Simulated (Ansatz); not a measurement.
# Response to strain in SiC

Consider SiC (space group P6_3mc, No. 186; a = 3.078 Å, c = 10.076 Å).

Strains are applied to the cell and any free atomic positions relax.

Computed with PBEsol (Ansatz, a program for electronic structure; PAW; 420 eV plane waves; no SOC).

Notes on the quantities. energy relative to the base: free energy F.

```tsv
isotropic strain (%)	energy relative to the base (meV/atom)
-3	63.3
-2.25	34.8
-1.5	?
-0.75	3.7
0	0.0
```

Problem. Fit ΔE = Aε² + Bε³ (ε in %) to the rows shown and predict the withheld row.

Solution. Least squares on the printed values gives A = 6.40 and B = -0.21 meV/atom (largest residual 0.0 meV/atom); this predicts 15.1 meV/atom, and the run gives 15.1 meV/atom, in agreement.

Stability against distortions was not tested.
